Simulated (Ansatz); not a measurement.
Take PbS in the rock salt structure (space group Fm-3m, No. 225) as the base.

```
PbS
1.0
    0.00000     2.98736     2.98736
    2.98736     0.00000     2.98736
    2.98736     2.98736     0.00000
Pb S
1 1
Direct
  0.00000   0.00000   0.00000
  0.50000   0.50000   0.50000
```

Cartesian axes are those of the cell as printed.

Level of theory: r2SCAN in Ansatz (plane waves to 500 eV, PAW, no spin-orbit coupling).

Modification: tensor shear ε_xy = +0.86 % (engineering shear γ = 0.0172); the atoms relax in the strained cell.

Question: Predict the stress tensor and what it implies for the stiffness.

Answer: Stress of the strained cell less that of the base (GPa, compression positive):
```
   0.00   -0.35    0.00
  -0.35    0.00    0.00
   0.00    0.00   -0.01
```

Then −Δσ/γ with γ = 2ε = 0.0172 gives relaxed-ion elastic constants: C66 ≈ 21 GPa.

Whether these cells are dynamically stable was not tested.

Ansatz is a first-principles code.
